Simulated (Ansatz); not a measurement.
We consider BBi (model structure, started from the zincblende type, F-43m, No. 216, 2 atoms in the cell), described by HSE06 (Ansatz, a program for electronic structure, plane waves, PAW).

Settings: plane-wave cutoff 520 eV, 8×8×8 k mesh, finite displacements, scalar-relativistic PAW data made under PBE.

Computed at the level's own relaxed cell.

```
BiB
1.0
    0.00000     2.72604     2.72604
    2.72604     0.00000     2.72604
    2.72604     2.72604     0.00000
Bi B
1 1
Direct
  0.25000   0.25000   0.25000
  0.00000   0.00000   0.00000
```

Harmonic phonon frequencies (cm⁻¹; i marks an imaginary mode; at Γ without the LO shift):

| q point | frequencies |
|---|---|
| Γ | … |
| X | … |
| L | 66 66 159 538 538 570 |

Q: Fill in the missing entries.

A: 
- Γ, frequencies: 0 0 0 554 554 554
- X, frequencies: 91 91 163 513 513 587

No imaginary mode appears at these points.

A model structure was made by putting elements into a prototype or built by hand; it is no filed structure, need not be a known phase, and can be a saddle point held by its symmetry.
